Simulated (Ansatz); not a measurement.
Given:

```
CELL_PARAMETERS angstrom
      0.00000     1.96688     1.96688
      1.96688     0.00000     1.96688
      1.96688     1.96688     0.00000
ATOMIC_POSITIONS crystal
  Al 0.00000 0.00000 0.00000
```

No spin polarisation.

Calculations: Ansatz (a program for electronic structure) r2SCAN, no SOC. Settings: 28×28×28 k-points, 0.1 eV Fermi–Dirac smearing.

**Question.** Predict the band gap.

**Answer.** Zero.

**Question.** Estimate the pressure.

**Answer.** 4.6 GPa.

**Question.** What is the computed space group?

**Answer.** Fm-3m (No. 225).

The cells carry an imposed strain or load. No phonon test of stability was made. The cell was made from Al in the fcc (Cu type) structure (space group Fm-3m, No. 225) by this change: isotropic strain −1.50 %.
